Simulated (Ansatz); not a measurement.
Take Nb in the bcc (W type) structure (space group Im-3m, No. 229; a = 3.311 Å; relaxed with 0.1 eV smearing) as the base.

Computed with PBE in Ansatz (plane waves to 420 eV, PAW, no SOC).

Strains are applied to the cell and any free atomic positions relax.

One change was made to it. Results:

The energy goes up by 36 meV/atom; the pressure goes from zero to 11.4 GPa.

### Question
Which of these changes matches the shifts?
A) isotropic strain −1.50 %
B) isotropic strain −2.00 %
C) isotropic strain +3.00 %

### Answer
B, isotropic strain −2.00 %. For comparison, the energy relative to the base in the other runs: isotropic strain −1.50 % gives +20 meV/atom; isotropic strain +3.00 % gives +72 meV/atom.

Stability against distortions was not tested. The final runs are not spin-polarised.

Ansatz is a quantum-chemistry and plane-wave program.
